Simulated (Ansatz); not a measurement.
# MgTe with two functionals, biaxial strain +3.68 %, plane normal [001], relaxed out of plane

Take MgTe in the wurtzite structure (space group P6_3mc, No. 186; a = 4.609 Å, c = 7.501 Å) as the base. Axes: x lies along a and z along c of the hexagonal cell.

(Cell as relaxed with PBE.)

Levels (all Ansatz, an electronic-structure program, PAW, earlier PAW set): PBE (420 eV, no spin-orbit coupling); PBEsol (420 eV, spin-orbit coupling left out).

Each level relaxes its own structure.

```tsv
base	PBE	PBEsol
volume per atom	34.49 Å³	33.38 Å³
lattice parameter a	4.609 Å	4.561 Å
```

One thing is altered: tensile biaxial strain of 3.68 % in the plane normal to [001], as in epitaxy on a mismatched substrate; the out-of-plane cell vector and the atoms relax.

```tsv
quantity	PBE	PBEsol
out-of-plane strain	-3.10 %	-3.59 %
pressure (mean of the normal stresses, compression positive)	-1.33 GPa	-1.31 GPa
shortest interatomic distance	2.831 Å	2.804 Å
```

PBE's out-of-plane strain lies 0.49 % above PBEsol's; PBE's shortest interatomic distance lies 0.027 Å above PBEsol's (1.0 %). Neither level is exact; PBEsol is the comparison here, not a measurement.

Whether these cells are dynamically stable was not tested.
